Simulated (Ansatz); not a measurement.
The starting structures come from a database of crystals and need not be the phases stable at ambient conditions.

The decay constant κ of evanescent states in the gap governs leakage through a thin film.

Data:

```yaml
crystal:
  lattice:
    - [3.82886, 0.00000, 0.00000]
    - [0.00000, 12.67273, 0.00000]
    - [1.91443, 0.00000, 5.35268]
  atoms:
    - { symbol: Si, position: [0.75727, 0.94511, 0.48546] }
    - { symbol: Si, position: [0.24273, 0.05489, 0.51454] }
    - { symbol: Si, position: [0.24273, 0.44511, 0.51454] }
    - { symbol: Si, position: [0.75727, 0.55489, 0.48546] }
    - { symbol: Si, position: [0.42869, 0.15727, 0.14262] }
    - { symbol: Si, position: [0.57131, 0.84273, 0.85738] }
    - { symbol: Si, position: [0.57131, 0.65727, 0.85738] }
    - { symbol: Si, position: [0.42869, 0.34273, 0.14262] }
    - { symbol: Si, position: [0.97127, 0.90937, 0.05746] }
    - { symbol: Si, position: [0.02873, 0.09063, 0.94254] }
    - { symbol: Si, position: [0.02873, 0.40937, 0.94254] }
    - { symbol: Si, position: [0.97127, 0.59063, 0.05746] }
```

The cell is taken as given.

Transport runs along the normal of the first two printed cell vectors.

The gap is the functional's own, uncorrected, and κ follows it; spin-orbit coupling is left out. Mid-gap means the computed energy nearest the middle.

Task: Predict the band gap and the smallest decay constant κ at mid-gap from r2SCAN (Ansatz, a quantum-chemistry and plane-wave program).

Result: Gap 0.69 eV on a 8×4×8 mesh; κ = 0.124 1/Å, at the zone centre.
